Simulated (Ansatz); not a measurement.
**A computed series for SiO2: response to strain**

The parent structure is SiO2 in the rutile structure (space group P4_2/mnm, No. 136).

```xyz
6
Lattice="4.1852 0.0000 0.0000 0.0000 4.1852 0.0000 0.0000 0.0000 2.6688" Properties=species:S:1:pos:R:3 pbc="T T T"
Si     0.0000     0.0000     0.0000
Si     2.0926     2.0926     1.3344
O      1.2811     1.2811     0.0000
O      3.3737     0.8115     1.3344
O      0.8115     3.3737     1.3344
O      2.9041     2.9041     0.0000
```

Cartesian axes are those of the cell as printed.

Strains are applied to the cell and any free atomic positions relax; under biaxial strain the out-of-plane vector relaxes too.

Computed with r2SCAN (Ansatz, a quantum-chemistry and plane-wave program; PAW; 500 eV plane waves; spin-orbit coupling left out).

Candidates:
(a) biaxial strain −2.45 %, plane normal [001], relaxed out of plane
(b) biaxial strain +1.25 %, plane normal [001], relaxed out of plane
(c) isotropic strain +1.90 %
(d) biaxial strain +4.78 %, plane normal [001], relaxed out of plane

For the base:

| Item | Value |
|---|---|
| Band gap | 6.51 eV |

Order them by band gap, highest first.

(a) biaxial strain −2.45 %, plane normal [001], relaxed out of plane (6.97 eV), (b) biaxial strain +1.25 %, plane normal [001], relaxed out of plane (6.30 eV), (d) biaxial strain +4.78 %, plane normal [001], relaxed out of plane (5.84 eV), (c) isotropic strain +1.90 % (5.58 eV)

Whether these cells are dynamically stable was not tested.
